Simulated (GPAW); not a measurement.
Worked example: relaxation of cell and atoms of Ga3Se (P1, 4 atoms in the cell) in GPAW.

Method: PBEsol, GPAW PAW datasets PBEsol (made by gpaw-setup) (plane waves; GPAW 25.7.0).

```xyz
4
Lattice="4.4325 0.0000 0.0000 0.0000 4.4325 0.0000 0.0000 0.0000 4.4325" Properties=species:S:1:pos:R:3 pbc="T T T"
Ga    -0.1526     2.2038     2.2513
Ga     2.3451     0.0130     2.1566
Ga     2.2243     2.2864     0.0008
Se     0.0157    -0.0707     0.0238
```

Reference input (self-consistent single point, DFT PBEsol, plane waves, GPAW PAW datasets PBEsol (made by gpaw-setup)): mode = pw; ecut = 550 eV; xc = PBEsol; kpts = 4 4 4; mesh shift (steps) = 0 0 0; occupations.name = methfessel-paxton; occupations.width = 0.05 eV; occupations.order = 0; nbands = -8; convergence.forces = 0.001 eV/Å; symmetry.symmorphic = false; symmetry.tolerance = 0.0005. This run's input differs from it in these lines:

```diff
@@ -1,2 +1,4 @@
 from ase import Atoms
+from ase.filters import FrechetCellFilter
+from ase.optimize import BFGS
 from ase.units import GPa
@@ -19,3 +21,3 @@
             nbands=-8,
-            convergence={'forces': 0.001},
+            convergence={'forces': 0.001, 'density': 1e-05},
             symmetry={'symmorphic': False, 'tolerance': 0.0005},
@@ -24,2 +26,10 @@
 atoms.calc = calc
+
+target = FrechetCellFilter(atoms)
+
+opt = BFGS(target, logfile='-')
+converged = opt.run(fmax=0.02, steps=40)
+print('Relaxation converged:', converged)
+print('Cell:', atoms.cell.cellpar().round(4))
+print(atoms.get_scaled_positions().round(5))
```

The program printed (abridged):

```
     iter     time        total  log10-change:
                         energy   eigst   dens  force
iter:   1 --:--:--   -13.979831
iter:   2 --:--:--   -13.959330   -2.49  -1.15
iter:   3 --:--:--   -13.885718   -2.60  -1.18
iter:   4 --:--:--   -13.877260   -3.86  -1.44
iter:   5 --:--:--   -13.867400   -3.48  -1.57
iter:   6 --:--:--   -13.867231   -4.85  -2.56
iter:   7 --:--:--   -13.867137c  -5.01  -2.62
iter:   8 --:--:--   -13.867126c  -5.78  -2.92
iter:   9 --:--:--   -13.867118c  -6.15  -3.22
iter:  10 --:--:--   -13.867117c  -6.45  -3.48
iter:  11 --:--:--   -13.867117c  -7.26  -3.78
iter:  12 --:--:--   -13.867117c  -7.51c -3.81
iter:  13 --:--:--   -13.867117c  -7.72c -4.03
iter:  14 --:--:--   -13.867117c  -8.50c -4.27
iter:  15 --:--:--   -13.867117c  -8.59c -4.34
iter:  16 --:--:--   -13.867117c  -8.50c -4.35
iter:  17 --:--:--   -13.867117c  -8.85c -4.62
iter:  18 --:--:--   -13.867117c  -9.60c -4.72
iter:  19 --:--:--   -13.867117c  -9.67c -4.74
iter:  20 --:--:--   -13.867117c -10.74c -5.18c
iter:  21 --:--:--   -13.867117c -11.73c -5.30c -4.30c
Converged after 21 iterations.

Dipole moment: (2.221786, 3.041798, -1.166831) |e|*Ang

Energy contributions relative to reference atoms: (reference = -224591.637786)

Kinetic:        +17.018797
Potential:      -15.535094
External:        +0.000000
XC:             -15.340528
Entropy (-ST):   -0.003985
Local:           -0.008300
SIC:             +0.000000
--------------------------
   [... lines left out ...]
Free energy:    -13.869109
Fermi level: 5.50211
No gap
Atomic positions and initial magnetic moments
Free energy:    -13.879632
Fermi level: 5.54729
No gap
Atomic positions and initial magnetic moments
Free energy:    -13.976453
Fermi level: 6.59890
   [... lines left out ...]
  0     8      6.88860    0.00000

  1     5      4.55138    2.00000
  1     6      4.90805    2.00000
  1     7      5.95697    1.99459
  1     8      7.45928    0.00000

Fermi level: 6.05531

No gap
No difference between direct/indirect transitions
Stress tensor:
     0.000073    -0.000056    -0.000008
    -0.000056     0.001439     0.000367
    -0.000008     0.000367     0.000858

Forces in eV/Ang:
  0 Ga   -0.01026    0.01526    0.01772
  1 Ga   -0.01135    0.01651   -0.01250
  2 Ga    0.03749   -0.03893   -0.00587
  3 Se   -0.01602    0.00724    0.00050

BFGS:   40 --:--:--      -14.215000        0.051425
Relaxation converged: False
Cell: [ 4.395   4.4288  4.2202 83.9522 96.3016 82.6029]
[[0.93009 0.50555 0.4878 ]
 [0.49912 0.06045 0.50977]
 [0.48763 0.50385 0.93101]
 [0.08299 0.93041 0.07142]]
Energy (eV): -14.214497
Stress (GPa, Voigt): [ 0.0118  0.2305  0.1375  0.0588 -0.0013 -0.0089]
```

The relaxation ended unconverged. GPAW prints stress with tension positive. 

The starting cell comes from a database of computed structures (which also holds hypothetical and non-ambient phases and stackings), without a prior relaxation at this level. Its atoms were displaced at random from the sites of space group no. 221.

Cost on one core of a shared machine: roughly 10 min.
